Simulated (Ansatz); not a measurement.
Band-edge transport in semiconductors and insulators: SnS₂ (P-3m1) under several functionals (Ansatz, an electronic-structure program, with spin-orbit coupling). The PBE cell:

```
CELL_PARAMETERS angstrom
      3.66916     0.00000     0.00000
     -1.83458     3.17759     0.00000
      0.00000     0.00000     5.80816
ATOMIC_POSITIONS crystal
  Sn 0.00000 0.00000 0.00000
  S  0.33333 0.66667 0.25454
  S  0.66667 0.33333 0.74546
```

| Functional | cell relaxed with | volume (Å³/atom) | band gap | electron conductivity mass | hole conductivity mass | Seebeck coefficient, n-type 1e19 cm⁻³ |
|---|---|---|---|---|---|---|
| PBE | PBE+d3bj | 22.57 | 1.23 eV | 0.42 mₑ | 0.87 mₑ | -347 μV/K |
| PBEsol | PBEsol+d3bj | 21.15 | 0.95 eV | 0.34 mₑ | 0.65 mₑ | -322 μV/K |

For the band gap, PBE gives 1.23 eV and PBEsol 0.95 eV: PBE lies 29 % above.

The PBE and PBEsol rows stand on cells whose volumes differ by 6.7 %, so the difference holds the effect of the cell as well as that of the functional.

Masses are for dilute carriers at 300 K, harmonic means over directions unless an axis is named. Seebeck coefficients are for the stated density at 300 K, with one relaxation time for all states and whether or not that doping can be reached.

PBEsol with a dispersion correction tends to overbind, so the cell can be several per cent short, in bad cases over ten, which usually narrows a gap: SnS2 (P-3m1).
